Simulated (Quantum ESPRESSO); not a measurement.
Checking a run of Quantum ESPRESSO on WF6 (Pnma, 28 atoms in the cell). The aim is a self-consistent single point with DFT, PBEsol, plane waves, GBRV 1.5 ultrasoft (PBESOL) pseudopotentials.

Cell that was meant: a = 9.5332 Å, b = 8.6701 Å, c = 5.0388 Å, α = 90.00°, β = 90.00°, γ = 90.00°.

Part of the input:

```fortran
  mixing_beta = 0.4
/
ATOMIC_SPECIES
W    183.8400  f_pbesol_v1.4.uspp.F.UPF
F     18.9984  w_pbesol_v1.2.uspp.F.UPF
ATOMIC_POSITIONS {crystal}
W   0.12780000    0.25000000    0.08560000
W   0.37220000    0.75000000    0.58560000
W   0.62780000    0.25000000    0.41440000
W   0.87220000    0.75000000    0.91440000
F   0.01150000    0.25000000    0.79140000
F   0.48850000    0.75000000    0.29140000
F   0.51150000    0.25000000    0.70860000
F   0.98850000    0.75000000    0.20860000
F   0.24320000    0.25000000    0.36950000
F   0.25680000    0.75000000    0.86950000
F   0.74320000    0.25000000    0.13050000
F   0.75680000    0.75000000    0.63050000
F   0.01770000    0.09790000    0.23810000
F   0.48230000    0.90210000    0.73810000
F   0.51770000    0.40210000    0.26190000
F   0.98230000    0.59790000    0.76190000
F   0.98230000    0.90210000    0.76190000
F   0.51770000    0.09790000    0.26190000
F   0.48230000    0.59790000    0.73810000
F   0.01770000    0.40210000    0.23810000
F   0.23870000    0.09320000    0.93760000
F   0.26130000    0.90680000    0.43760000
F   0.73870000    0.40680000    0.56240000
F   0.76130000    0.59320000    0.06240000
F   0.76130000    0.90680000    0.06240000
F   0.73870000    0.09320000    0.56240000
F   0.26130000    0.59320000    0.43760000
F   0.23870000    0.40680000    0.93760000
K_POINTS {automatic}
2 2 4  0 0 0
CELL_PARAMETERS {bohr}
```

The program printed (abridged):

```
     Message from routine setup:
     using ibrav=0 with symmetry is DISCOURAGED, use correct ibrav instead
     G-vector sticks info
   [... lines left out ...]
        k(   10) = (  -0.5000000  -0.5497725   0.0000000), wk =   0.1250000
        k(   11) = (  -0.5000000  -0.5497725   0.4729920), wk =   0.2500000
        k(   12) = (  -0.5000000  -0.5497725  -0.9459840), wk =   0.1250000

     Dense  grid:   271533 G-vectors     FFT dimensions: ( 108,  96,  60)

     Smooth grid:    95971 G-vectors     FFT dimensions: (  80,  72,  40)

     Initial potential from superposition of free atoms

     starting charge     361.5925, renormalised to     364.0000

     negative rho (up, down):  1.487E+00 0.000E+00
     Self-consistent Calculation

     iteration #  1     ecut=    40.00 Ry     beta= 0.40

     Threshold (ethr) on eigenvalues was too large:
     Diagonalizing with lowered threshold

     negative rho (up, down):  1.505E+00 0.000E+00

     total energy              =   -4006.09168448 Ry
     estimated scf accuracy    <       1.55967027 Ry

     iteration #  2     ecut=    40.00 Ry     beta= 0.40

     negative rho (up, down):  1.524E+00 0.000E+00

     total energy              =   -4006.15403277 Ry
     estimated scf accuracy    <       0.32370155 Ry

     iteration #  3     ecut=    40.00 Ry     beta= 0.40

     negative rho (up, down):  1.535E+00 0.000E+00

     total energy              =   -4006.16454559 Ry
     estimated scf accuracy    <       0.21551944 Ry

   [... 10 blocks of this kind left out ...]

     iteration # 14     ecut=    40.00 Ry     beta= 0.40

     negative rho (up, down):  1.550E+00 0.000E+00

     total energy              =   -4006.20415402 Ry
     estimated scf accuracy    <          5.3E-10 Ry

     iteration # 15     ecut=    40.00 Ry     beta= 0.40

     negative rho (up, down):  1.550E+00 0.000E+00
     End of self-consistent calculation

   [... 25 lines left out ...]

   [... 25 lines left out ...]

     the Fermi energy is    21.0619 ev

!    total energy              =   -4006.20415402 Ry
     estimated scf accuracy    <          2.0E-11 Ry
     smearing contrib. (-TS)   =      -0.05325846 Ry
     internal energy E=F+TS    =   -4006.15089556 Ry

     convergence has been achieved in  15 iterations

     negative rho (up, down):  1.550E+00 0.000E+00

     Forces acting on atoms (cartesian axes, Ry/au):

     atom    1 type  1   force =    -0.03642605    0.00000000   -0.07326241
     atom    2 type  1   force =     0.03642605    0.00000000   -0.07326241
     atom    3 type  1   force =    -0.03642605   -0.00000000    0.07326241
   [... lines left out ...]
     Total force =     2.209007     Total SCF correction =     0.000014
   [... lines left out ...]

     negative rho (up, down):  1.550E+00 0.000E+00
          total   stress  (Ry/bohr**3)                   (kbar)     P=      354.68
   0.00240599   0.00000000   0.00000000          353.93        0.00        0.00
   0.00000000   0.00224694   0.00000000            0.00      330.54        0.00
   0.00000000   0.00000000   0.00258026            0.00        0.00      379.57

   JOB DONE.
```

Problem. Can these results be used? Check the input.

Solution. The run is not sound. The fault is potential files assigned to the wrong elements. Each file describes one element; swapped files give the atoms the wrong cores and charges. To fix it, match the files to the elements. The run converged in 15 iterations without an error; against the sound input the pressure goes from -0.66 to 35.47 GPa, the largest force goes from 1.518 to 13.58 eV/Å and no clean gap remains on the mesh (levels overlap or are partly filled), against 4.91 eV before. The full log also holds: “c_bands:  2 eigenvalues not converged”.

On the sound input: the starting cell comes from a database of published, mostly measured structures (it also holds non-ambient and calculated ones), without a prior relaxation at this level. Its lattice was rescaled by a random factor within 2.5 % of one. Spin-orbit coupling is off. Forces in this geometry exceed 1 eV/Å.
